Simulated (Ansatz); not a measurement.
# Mg2Si (model structure, started from the cuprite type, Pn-3m, No. 224, 6 atoms in the cell): equilibrium lattice constant a by level of theory

No measured value is used here.

| level (code) | value (Å) |
|---|---|
| PBE (Ansatz) | 5.822 |
| PBEsol (Ansatz) | ? |
| PBE-D3(BJ) (Ansatz) | 5.748 |

Problem. What belongs in the gaps?

Solution. 
- PBEsol (Ansatz, an electronic-structure program), value (Å): 5.779

Ansatz's density-functional and Hartree–Fock values are scalar-relativistic unless marked +SOC, with PAW data made under PBE.

A model structure was made by putting elements into a prototype or built by hand; it is no filed structure, need not be a known phase, and can be a saddle point held by its symmetry.
